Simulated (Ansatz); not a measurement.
Given:

End structure of a constructed model of the (0001) surface of hcp Zr, a pseudomorphic layer of Au in the host's stacking (bottom of the slab: a bare face, its two planes held):

```xyz
7
Lattice="3.2325 0.0000 0.0000 -1.6162 2.7994 0.0000 0.0000 0.0000 32.0000" Properties=species:S:1:pos:R:3 pbc="T T T"
Zr     1.6162     0.9331     8.2193
Zr     0.0000     1.8663    10.8043
Zr     1.6162     0.9331    13.4102
Zr     0.0000     1.8663    16.0150
Zr     1.6162     0.9331    18.6032
Zr     0.0000     1.8663    21.1594
Au     1.6162     0.9331    23.3256
```

Model: 7-atom slab, 15.6 Å thick at the start, 13x13x1 mesh, Fermi-Dirac 0.1 eV, dipole correction, single point; on the structure that PBE left under its start's symmetry; no spin, no spin-orbit, no U. It is one candidate, not shown to be the stable structure of the face.

**Question.** What work function of the top face does r2SCAN, at the PBE geometry (Ansatz, a first-principles code) give?

**Answer.** 3.84 eV
